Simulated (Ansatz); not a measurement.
Take MoTe₂ (space group P6_3/mmc, No. 194; layered, stacked along the Cartesian z axis) as the base.

```cif
data_Mo2Te4
_chemical_formula_sum 'Te4 Mo2'
_space_group_name_H-M_alt 'P 1'
_space_group_IT_number 1
_cell_length_a 3.49664
_cell_length_b 3.49664
_cell_length_c 13.69594
_cell_angle_alpha 90.000
_cell_angle_beta 90.000
_cell_angle_gamma 120.000
loop_
_space_group_symop_operation_xyz
  'x, y, z'
loop_
_atom_site_label
_atom_site_type_symbol
_atom_site_fract_x
_atom_site_fract_y
_atom_site_fract_z
_atom_site_occupancy
Te1 Te 0.66667 0.33333 0.38268 1
Te2 Te 0.33333 0.66667 0.88268 1
Te3 Te 0.33333 0.66667 0.61732 1
Te4 Te 0.66667 0.33333 0.11732 1
Mo1 Mo 0.66667 0.33333 0.75000 1
Mo2 Mo 0.33333 0.66667 0.25000 1
```

Level of theory: DFT with PBE-D3(BJ), PAW potentials and a 420 eV plane-wave cutoff in Ansatz (a quantum-chemistry and plane-wave program), scalar-relativistic without spin-orbit coupling.

For the base:

* **Band gap**: 0.60 eV
* **Pressure**: 0.00 GPa
* **Valence-band top at Γ**: 0.00, -0.18, -1.01 eV

One thing is altered: the cell is scaled by 1.0120 in all directions; the atoms relax in the strained cell.

How does this affect the band gap?

The band gap rises by 0.043 eV, from 0.60 eV to 0.65 eV.

Estimate the effect on the largest internal atomic displacement.

The largest internal atomic displacement is 0.034 Å.

What happens to the pressure?

The pressure (mean of the normal stresses, compression positive) goes from zero to -1.65 GPa.

Predict the new energy relative to the base.

The energy increases by 4.7 meV/atom.

How does this affect the valence-band top at Γ?

The valence-band top at Γ (three highest levels, from the VBM) changes from 0.00, -0.18, -1.01 eV to 0.00, -0.24, -1.06 eV.

Spin-orbit coupling, missing from the scalar runs, can matter with Te. Whether these cells are dynamically stable was not tested. The program warned that a D3 coordination switch lies within reach, so dispersion energies are less smooth here.
